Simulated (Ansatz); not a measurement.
Seebeck coefficient (μV/K, mean over directions) of n-type MoSe2 (P6_3/mmc) against carrier density, Ansatz (an electronic-structure program) with PBEsol+D3BJ with spin-orbit coupling, rigid bands. Computed gap 0.52 eV; densities at which minority carriers matter at this gap, or further valleys turn the trend, are left out. Conductivity mass 0.48 mₑ (harmonic mean over directions), N_c = 4.9e19 cm⁻³ at 300 K.

| electron density | 300 K | 500 K |
|---|---|---|
| 3e18 cm⁻³ | -454 | -521 |
| 1e19 cm⁻³ | -351 | (withheld) |
| 3e19 cm⁻³ | -260 | -325 |
| 1e20 cm⁻³ | -167 | -227 |
| 3e20 cm⁻³ | (withheld) | -146 |
| 1e21 cm⁻³ | (withheld) | -77 |

### Question
Some entries are withheld; supply them.

### Answer

- 1e19 cm⁻³, 500 K: -418
- 3e20 cm⁻³, 300 K: -97
- 1e21 cm⁻³, 300 K: -48

Rigid bands with a gap fixed in temperature, one relaxation time for all states, no polarons or phonon drag, and whether or not such doping can be reached. Geometry: cell and atoms relaxed with PBEsol+D3(BJ).

PBEsol with a dispersion correction tends to overbind, so the cell can be several per cent short, in bad cases over ten, which usually narrows a gap: MoSe2 (P6_3/mmc).
